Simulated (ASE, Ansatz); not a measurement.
A thermal frame of composition TiSi, cell Ti24Si24, held well above this temperature first [in the CHGNet run: it was liquid; mean temperature 2318 K (target 2310 K); density 3.72 g/cm³, volume +6 % from the start cell's; mean pressure 1.2 GPa against a target of 0], from MD with the machine-learned potential CHGNet 0.3.0 in ASE at 2310 K. Computed with PBE (plane waves, PAW; Ansatz, a program for electronic structure).

- plane-wave cutoff: 420 eV
- k-points: one point, (1/4, 1/4, 1/4)
- Fermi-Dirac width: 0.199 eV
- spin: not polarised; no spin-orbit coupling

A check of the k-sampling: on the last frame of the same run a denser mesh moved the PBE forces by 0.044 eV/Å rms, the static pressure by 0.01 GPa and the free energy by 2 meV/atom.

```xyz
48
Lattice="9.3372 0.0000 0.0000 0.0000 9.3372 0.0000 0.0000 0.0000 9.3372" Properties=species:S:1:pos:R:3:forces:R:3 pbc="T T T"
Ti    1.1076    7.1574    2.6506   0.133  -2.045   1.631
Ti    4.1200    7.0172    2.4909   0.743   0.912   2.071
Ti   -0.5400    1.6291   10.0884   0.151   1.610  -0.687
Ti    9.8097    4.3976    4.1404  -1.107   0.386   0.579
Ti    4.2996    5.5565    8.2683  -0.762  -1.299   0.271
Ti   10.0529    6.1869    6.9315  -1.971  -0.478  -0.747
Ti    2.2082    3.6297    7.0658  -1.358  -0.600   0.580
Ti    2.9720    7.7129    7.2818  -0.233   1.273  -0.619
Ti    2.2449    0.5098    0.0973   1.869   2.282  -3.022
Ti    3.2425    3.2755    0.7235   0.328  -0.231   0.231
Ti    5.1231   -1.2330   -0.4524  -0.236  -0.351   0.456
Ti    6.8854    3.8087    5.0047  -0.039  -1.811  -0.208
Ti    6.4130    3.3328   -0.7564  -1.656   1.400   1.265
Ti    7.0366   -0.4941    1.1909  -0.070   0.020   1.580
Ti    7.4580    5.5210    2.4425   0.198   1.931   1.562
Ti    7.1954    0.9312    7.5403  -1.768   0.246  -0.357
Ti    4.2307    1.7272    7.0895   1.504  -1.327   1.904
Ti    4.8078   -2.9851    5.7008   1.744   1.115  -0.616
Ti    9.5987   -0.7420    5.7802   0.501  -0.774   0.975
Ti    4.7466    0.2404    4.5573  -0.214  -0.833  -0.722
Ti    0.0822    1.8082    5.1101  -0.732   0.526  -0.222
Ti    2.9198    0.3253    2.5048  -0.131   0.109  -0.014
Ti    2.6096    5.4603    5.0541   0.150   0.588  -0.701
Ti    3.1982    2.4588    4.2177  -0.634   1.418   0.389
Si    8.1892    6.7021    5.0272   1.199  -2.383   0.075
Si    7.2326    6.1031   -0.1437  -0.298  -0.267  -0.166
Si    9.5790   10.3353    7.6387   1.005   0.482   1.462
Si    2.5131    5.0086    2.4739   0.147  -1.275   0.516
Si    8.4888    3.1653    7.4179   1.963  -0.077  -1.275
Si    1.1387    2.2963   12.0998  -0.112  -0.030  -1.158
Si    7.4611    5.2310    6.8803  -0.510   1.290   1.152
Si    4.4454    3.7856    5.9235   0.677   1.325   0.762
Si    5.0237    1.2928    0.3390  -0.092  -0.488  -0.271
Si    2.1194   10.1611    6.3385   1.586   0.093  -0.804
Si    5.2399    1.8758    2.7629   0.470   0.793  -1.118
Si    9.7616    8.7731    0.9918  -1.745  -1.616   0.701
Si    6.6162   -1.7653    3.7757  -2.553   1.244  -1.524
Si    9.5365    4.5269   10.8844   0.625  -0.424  -0.412
Si    4.9459    4.8088    3.7315  -0.515  -0.388  -0.879
Si   -2.0992    0.2026    5.0304   0.947   1.444  -0.498
Si    5.4054    5.4184   10.6170  -0.910  -1.728  -2.269
Si    2.5838    7.3594    0.5364   0.389   0.551  -0.705
Si    5.6615    8.5207    6.4241  -0.111  -0.082   2.885
Si   -0.2085   -0.2590    3.4397  -0.130   1.190  -1.776
Si    1.4746    5.4486   -0.2554   0.928  -1.244   0.434
Si    7.5551    3.1439    2.4873   0.030  -1.715   0.321
Si   -1.1849    8.1803    8.4093   0.968  -0.462  -1.026
Si    2.7591   -1.3281    4.5875  -0.368  -0.298  -0.005
```

| Property | Result |
|---|---|
| free energy on this k-sampling (the code's own zero, frozen cores included) | -75256.8 eV |
| static pressure (no kinetic part) | 0.03 GPa |
| rms force component | 1.094 eV/Å |
| largest force | 4.22 eV/Å on atom 9 |
